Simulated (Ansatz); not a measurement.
## CaF2, pressure series

The reference is CaF2 in the fluorite structure (space group Fm-3m, No. 225; a = 5.511 Å).

Cell and atoms are relaxed at each pressure.

All numbers come from Ansatz (an electronic-structure program) PBE, scalar-relativistic without spin-orbit coupling.

```
variant           smallest direct gap  lattice parameter a  band gap
----------------  -------------------  -------------------  --------
base                          7.39 eV              5.511 Å   7.14 eV
pressure −2 GPa               7.23 eV              5.561 Å   6.98 eV
pressure −1 GPa               7.31 eV              5.535 Å   7.07 eV
pressure 0.3 GPa              7.42 eV              5.504 Å   7.16 eV
pressure 0.7 GPa              7.45 eV              5.495 Å   7.19 eV
pressure 1.5 GPa              7.50 eV              5.477 Å   7.25 eV
pressure 3 GPa                7.61 eV              5.446 Å   7.35 eV
pressure 5 GPa                7.74 eV              5.408 Å   7.48 eV
pressure 7.5 GPa              7.89 eV              5.365 Å   7.63 eV
pressure 10 GPa               8.03 eV              5.326 Å   7.77 eV
```

Load acts through the strain it causes; cell and atoms are relaxed under it. Whether these cells are dynamically stable was not tested. No other phases were tried under pressure. The base started in Pca2_1 and relaxed to Fm-3m at this level.
